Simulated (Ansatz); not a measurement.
## Ansatz run on InAs (F-43m, 2 atoms in the cell): self-consistent single point

Method: LDA (PW92), default PAW files made with PBE (plane waves; Ansatz, a program for electronic structure).

Input as run:

Ansatz 0.2 input:
```yaml
crystal:
  lattice:
    - [0.000000, 3.020910, 3.020910]
    - [3.020910, 0.000000, 3.020910]
    - [3.020910, 3.020910, 0.000000]
  atoms:
    - { symbol: In, position: [0.000000, 0.000000, 0.000000] }
    - { symbol: As, position: [0.250000, 0.250000, 0.250000] }
basis:
  ecutwfc: 420.0
kpoints:
  mp_grid:
    grid: [7, 7, 7]
hamiltonian:
  xc: lda
  pseudopotentials:
    kind: paw
scf:
  occupations:
    method: fermi_dirac
    width: 0.05
output:
  forces: true
  eigenvalues: true
  stress: true
```

Output, abridged:

```
WARN ansatz: RAYON_NUM_THREADS=1 ignored (pool sized by the plan → 1); use --threads N
Pseudopotentials: kind: paw
Pseudopotential: In, paw, valence charge 13
Pseudopotential: As, paw, valence charge 15
Crystal: 2 atoms, lattice volume = 55.137 Å³
Basis set: ecut = 420 eV, 1067 PW (Γ)
Bands: 18, of which v1, the nominal top of the filled ones, is band 14 counted from 1 (13 counted from 0)
Symmetry: 24 space group operations
Space group: F-43m (ITA 216), of the structure as read, at distance tolerance 3.8e-5 Å
k-points: 20 of 343 (time reversal used)
PAW frozen core: In, regenerated for the run's functional, and the local potential with it
PAW frozen core: As, regenerated for the run's functional, and the local potential with it
Initial density: superposition of atomic densities (neutral atoms: chi_scale 0, normalization atom), corrected by the library's trained network
Initial wavefunctions: pseudopotential atomic-orbital guess
Eigensolver: davidson
Functional: x = slater, c = lda
SCF iter   1: F=—  HF=-10231.244816 eV  |F-HF|=—  |Δ(HF+E_count)|=         —  Δρ=6.93e-3  dr2=2.11e-2  ethr=1.77e-3  ⟨swp⟩=6.0  Hψ=1801  notcnv=0
all-band conjugate gradients solve this SCF's bands
preconditioner: auto → none
SCF iter   2: F=—  HF=-10231.237042 eV  |F-HF|=—  |Δ(HF+E_count)|=   7.77e-3  Δρ=2.39e-3  dr2=1.44e-3  ethr=7.55e-5  ⟨swp⟩=3.0  Hψ=783  notcnv=0
SCF iter   3: F=—  HF=-10231.236839 eV  |F-HF|=—  |Δ(HF+E_count)|=   2.03e-4  Δρ=7.25e-4  dr2=1.99e-4  ethr=5.15e-6  ⟨swp⟩=3.0  Hψ=707  notcnv=0
SCF iter   4: F=—  HF=-10231.236805 eV  |F-HF|=—  |Δ(HF+E_count)|=   3.44e-5  Δρ=2.37e-4  dr2=1.94e-5  ethr=7.10e-7  ⟨swp⟩=2.0  Hψ=638  notcnv=0
SCF iter   5: F=—  HF=-10231.236797 eV  |F-HF|=—  |Δ(HF+E_count)|=   7.52e-6  Δρ=1.93e-5  dr2=1.64e-7  ethr=6.91e-8  ⟨swp⟩=2.5  Hψ=525  notcnv=0
SCF iter   6: F=-10231.236797 eV  HF=-10231.236797 eV  |F-HF|=3.27e-10  |Δ(HF+E_count)|=   2.44e-8  Δρ=4.49e-6  dr2=1.11e-8  ethr=3.57e-10  ⟨swp⟩=5.0  Hψ=1567  notcnv=0
SCF 1 converged in 6 iterations: F = -10231.236797 eV  dr2 = 1.11e-8
SCF converged after 6 iterations
Free energy (F): -10231.236797 eV
Harris-Foulkes:  -10231.236797 eV  (|F-HF|=3.27e-10)
Internal energy: -10231.236133 eV  (E = F + TS)
E sigma→0 (E₀):  -10231.236465 eV
Entropy (-TS):   -0.000664 eV (-0.332 meV/atom)
Fermi energy:    7.610603 eV
--- Per-component energies (eV) ---
  E_band       = -321.299846
  E_kinetic    = 348.290654
  E_local      = -3282.146909  (includes V_loc(G=0)·N_el)
  E_nonlocal   = -295.006422
  E_hartree    = 1582.881942
  E_xc         = -292.481504
  E_vxc        = -180.703065  (∫ρ·V_xc dr)
  E_paw        = -5769.769271  (= ΣΔE_a)
  E_vpaw       = -77.501609  (= ΣTr[D̂ρ^β])
  E_aug_tail   = 0.000035  (compensation charges beyond the density's cutoff)
  E_ewald      = -2525.364424
  E_core_change = 2.359766  (= ΣΔE_core)
  E_smearing   = -0.000664  (= −TS)
  E_closure    = 0.000000  (closes the sum)
  Σ components = -10231.236797   (vs F -10231.236797, Δ=0.00e0)
--- Forces (eV/Å), atoms counted from 1 ---
  atom   1  In     0.00000000    -0.00000000    -0.00000000
  atom   2  As    -0.00000000    -0.00000000     0.00000000
  max |Σ_I F_I| component: 2.01e-16 eV/Å
--- Stress (GPa, compression-positive) ---
       -0.435092       0.000000       0.000000
        0.000000      -0.435092       0.000000
       -0.000000       0.000000      -0.435092
  P = ⅓ Tr σ = -0.4351 GPa (-4.351 kbar)
  The stress holds the Pulay correction. Without it, at fixed plane waves, as pw.x and ABINIT print it: P = -0.4624 GPa
--- Band table (eV; the first three rows and the last of 20) ---
  k-point 0: bands = ["-27.5790", "-27.5790", "-27.5790", "-27.5708", "-27.5708", "-6.7748", "-6.7748", "-6.7748", "-6.6453", "-6.6453", "-4.3837", "7.1415", "7.5714", "7.5714", "7.5714", "11.4039", "11.4039", "11.4039"]
  k-point 1: bands = ["-27.5790", "-27.5789", "-27.5789", "-27.5708", "-27.5708", "-6.8027", "-6.7671", "-6.7671", "-6.6455", "-6.6455", "-4.1714", "5.3187", "7.3243", "7.3243", "8.6096", "11.6254", "11.7572", "11.7572"]
  k-point 2: bands = ["-27.5790", "-27.5788", "-27.5788", "-27.5707", "-27.5707", "-6.8599", "-6.7522", "-6.7522", "-6.6433", "-6.6433", "-3.6110", "3.3130", "6.8876", "6.8876", "8.6013", "12.1900", "12.1900", "13.0349"]
  k-point 19: bands = ["-27.5791", "-27.5789", "-27.5785", "-27.5708", "-27.5705", "-6.9417", "-6.7236", "-6.7015", "-6.6613", "-6.6371", "-2.3577", "1.8062", "4.3044", "5.1831", "10.6732", "12.1244", "13.0038", "14.0273"]
```

The run converged in 6 iterations.

The starting cell has typed, rounded lattice constants, without a prior relaxation at this level. Its lattice was rescaled by up to half a per cent. Ansatz's pressure includes its estimate of the finite-basis (Pulay) stress. The run gives no clean gap (levels at the Fermi energy touch, overlap or are partly filled at this smearing), which alone does not show that the compound is a metal.
